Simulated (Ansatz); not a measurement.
## Defect calculation: O interstitial in rock-salt MgO

Level of theory: PBE, PAW (plane waves to 420 eV; Ansatz, a quantum-chemistry and plane-wave program). The supercell holds 64 host sites (2×2×2 repeats of the unit cell), with a 2×2×2 shifted k-point sampling for the final energies. Site at the start: void with 4Mg4O nearest. Energies of charged states are corrected for periodic images (point charge plus alignment at distant sites). Dielectric constants: PBE linear response of the host. Host gap at this level: 4.46 eV. Finite-size and sampling errors can reach tenths of an eV here. The semilocal functional narrows the gap, so deep levels can fall outside it. Spin–orbit coupling is left out. Each state is the lowest found from its start.

Formation energies E_f are given with the Fermi level at the valence-band maximum. Chemical conditions: Mg-rich (Δμ(O) = -5.37 eV; only phases computed here count, gases as isolated molecules at 0 K); O-rich (Δμ(O) = 0.00 eV; only phases computed here count, gases as isolated molecules at 0 K). Reference phases: O: O2 molecule in a box.

The name describes the start; the neighbours show where the added atom ended.

```tsv
charge	moment (μB)	point group	largest move off a lattice site (Å)	neighbours of the added atom at the end (Å)	image correction with alignment (eV)	E_f, Mg-rich (eV)	E_f, O-rich (eV)	above the lowest spin state (eV)
+1*	1.0	–	0.69	O 1.39, Mg 1.96, Mg 1.97, Mg 1.98, O 2.54, O 2.54, O 2.56	–	–	–	0.00
0	0.0	D3d	0.71	O 1.43, Mg 1.94, Mg 1.94, Mg 1.94, O 2.56, O 2.56, O 2.56	0.02	7.87	2.51	0.00
0	not spin-polarised	D3d	0.71	O 1.43, Mg 1.94, Mg 1.94, Mg 1.94, O 2.56, O 2.56, O 2.56	0.02	7.87	2.51	0.00
−1	1.0	near D3d	0.93	Mg 1.86, Mg 1.86, Mg 1.86, O 1.91, O 2.47, O 2.48, O 2.48	0.12	11.67	6.30	0.00
−2	not spin-polarised	Td	0.48	Mg 1.85, Mg 1.85, Mg 1.85, Mg 1.85	0.54	15.05	9.68	0.00
```

* At this level the carrier isn't localised at the defect: at charge +1 holes occupy the valence band. Such a state is shallow or no state of the defect, and this cell gives it no level.

Point groups are those of the whole cell at tolerances of 0.03 and 0.1 Å ("near" where only the looser one holds); none is given for unsettled states.

Starting moments that weren't kept: charge 0 began with 2 μB and ended with 0.0.

No other site or start that was run ended lower by more than 0.1 eV.

Transition levels above the valence-band maximum: ε(0/−1) = 3.80 eV; ε(−1/−2) = 3.38 eV. On the lower envelope of the bound states, inside the gap: (0/−2) at 3.59 eV; the others aren't thermodynamic.

Flagged in the runs: a doubtful potential alignment, a strain field that reaches the edge of the cell.
